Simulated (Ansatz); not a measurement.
The reference is GaAs in the zinc blende structure (space group F-43m, No. 216).

```
GaAs
1.0
    0.00000     2.82948     2.82948
    2.82948     0.00000     2.82948
    2.82948     2.82948     0.00000
Ga As
1 1
Direct
  0.00000   0.00000   0.00000
  0.25000   0.25000   0.25000
```

Cartesian axes are those of the cell as printed.

Level of theory: Ansatz (a quantum-chemistry and plane-wave program), PBEsol, PAW, cutoff 420 eV, spin-orbit coupling left out.

One thing is altered: uniaxial strain ε_zz = +1.50 %, all other strain components held at zero, atoms relaxed at fixed cell.

Q: Predict the stress tensor and what it implies for the stiffness.

A: Stress of the strained cell less that of the base (GPa, compression positive):
```
  -0.69    0.00    0.00
   0.00   -0.69    0.00
   0.00    0.00   -1.61
```

Then −Δσ_ii/ε with ε = 0.0150 gives secant stiffness values (nonlinear terms included at this strain): C33 ≈ 107 GPa, C13 ≈ 46 GPa and C23 ≈ 46 GPa.

Stability against distortions was not tested.
